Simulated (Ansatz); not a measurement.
Ga2O3 under a change: pressure 9 GPa

Base system: Ga2O3 in the corundum structure (space group R-3c, No. 167; a = 4.950 Å, c = 13.306 Å (hexagonal axes)).

Modification: cell and atoms relaxed at a pressure of 9 GPa.

All numbers come from Ansatz (a program for electronic structure), LDA, PAW, cutoff 420 eV, no spin-orbit coupling. Settings: 8×8×8 k-points, 0.05 eV Fermi–Dirac smearing.

| quantity | base | changed | shift |
|---|---|---|---|
| volume per atom | 9.41 Å³ | 9.09 Å³ | -0.32 Å³ |
| density | 6.61 g/cm³ | 6.85 g/cm³ | +0.24 g/cm³ |
| lattice parameter a | 4.950 Å | 4.900 Å | -0.050 Å |
| c/a ratio | 2.688 | 2.676 | -0.012 |
| shortest interatomic distance | 1.911 Å | 1.889 Å | -0.022 Å |
| enthalpy H = E + PV relative to the base's energy | – | +0.52 eV/atom | – |
| band gap | 3.04 eV | 3.42 eV | +0.38 eV |
| gap character | indirect, Γ–S₀ (50 % along) → Γ | indirect, Γ–S₀ (50 % along) → Γ | – |
| smallest direct gap | 3.31 eV | 3.72 eV | +0.41 eV |
| mean gap deformation potential ΔEg/Δln V | – | -11.0 eV | – |
| electron mass | 0.24 mₑ (at Γ) | 0.26 mₑ (at Γ) | – |

Final structure:

```
CELL_PARAMETERS angstrom
      2.44988     1.41444     4.37069
     -2.44988     1.41444     4.37069
      0.00000    -2.82887     4.37069
ATOMIC_POSITIONS crystal
  Ga 0.64399 0.64399 0.64399
  Ga 0.14399 0.14399 0.14399
  Ga 0.35601 0.35601 0.35601
  Ga 0.85601 0.85601 0.85601
  O  0.75000 0.44725 0.05275
  O  0.05275 0.75000 0.44725
  O  0.25000 0.55275 0.94725
  O  0.55275 0.94725 0.25000
  O  0.94725 0.25000 0.55275
  O  0.44725 0.05275 0.75000
```

Load acts through the strain it causes; cell and atoms are relaxed under it. Masses are band curvatures over ±0.01 Å⁻¹ around the edge. Whether these cells are dynamically stable was not tested. Competing high-pressure phases were not computed.
